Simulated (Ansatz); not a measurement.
Start from SnTe in the rock salt structure (space group Fm-3m, No. 225; a = 6.3697 Å).

Computed with plane-wave PAW DFT at the r2SCAN level (Ansatz, a program for electronic structure, 500 eV), scalar-relativistic without spin-orbit coupling.

Base values:

Gap character: direct at L

Now apply this change: 0.0646 holes added to each cell, a density of 1.0×10^21 cm⁻³, with a uniform compensating background at fixed cell and a 300 K Fermi–Dirac width.

Q: What happens to the Fermi level from band edge and gap character?

A: The Fermi level relative to the doped band's edge (positive inside the band; to 0.05 eV) is +0.60 eV; the gap character remains direct at L.

Carriers are added with a uniform compensating background; total energy and stress of such cells depend on the potential's zero and are not compared; many-body gap narrowing is missing at this level. With Te present, leaving out spin-orbit coupling can change the band edges. No phonon test of stability was made. A zero or small gap of SnTe can be the functional's error rather than a property of the material.
